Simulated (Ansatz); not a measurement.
Fermi-surface data of LaF (P6_3/mmc)

Data:

```
CELL_PARAMETERS angstrom
      4.29050     0.00000     0.00000
     -2.14525     3.71568     0.00000
      0.00000     0.00000     5.29263
ATOMIC_POSITIONS crystal
  La 0.33333 0.66667 0.25000
  La 0.66667 0.33333 0.75000
  F  0.33333 0.66667 0.75000
  F  0.66667 0.33333 0.25000
```

Level of theory: PBEsol with spin-orbit coupling, rigid bands (plane waves, PAW; Ansatz, an electronic-structure program). Condition of this run: spin-orbit coupling switched on. Cell: cell and atoms relaxed with PBEsol.

```yaml
density of states at the Fermi level: 2.22 states/(eV·cell), both spins
bare Sommerfeld coefficient: 1.31 mJ/(mol of atoms·K²)
drude_plasma_energy: 3.5 (x), 3.5 (y), 3.3 (z) eV
root-mean-square Fermi velocity: 4.2e5 m/s
resistivity times τ: 39 (x), 39 (y), 44 (z) ×10⁻²² Ω·m·s
```

A metal at this level (no band gap); rigid bands, thermally averaged at 300 K, both spins. τ is one relaxation time for all states.

Computed structure with no diffraction record at hand here (it may be known, metastable or hypothetical): LaF (P6_3/mmc).
